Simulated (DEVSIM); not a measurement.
Structure: Ti/SiO2/n-Si capacitor, at 300 K.

Layer 1 from the left is SiO2, thickness (nm) 50.0. Layer 2 from the left is Si, thickness (nm) 1600, Nd (cm⁻³) 1.3e17.

Metal gate on the left, work function 4.33 eV. Fixed charge at the semiconductor interface 0 cm⁻² (in units of +e); interface traps 2e12 cm⁻² eV⁻¹, uniform in energy, neutral level at 0.5 of the gap above the valence band.

This is a model device: material constants are rounded textbook-type values typed into the input, and sizes, dopings and lifetimes were drawn at random. Values at 300 K.

SiO2: gap (eV) 9, affinity (eV) 0.9, permittivity 3.9. Si: gap (eV) 1.124, affinity (eV) 4.05, permittivity 11.7, Nc (cm⁻³) 2.86e19, Nv (cm⁻³) 3.1e19.

Model (solved in DEVSIM): 1D Poisson equation in equilibrium, Boltzmann statistics, complete ionisation; no quantum confinement or tunnelling. Metal contacts follow the ideal Schottky-Mott rule: no Fermi-level pinning, no interface dipoles.

Task: What does the simulation give for the flat-band voltage, the minimum of the low-frequency capacitance?

Result: flat-band voltage 2.10 V; minimum of the low-frequency capacitance 0.0598 μF/cm².
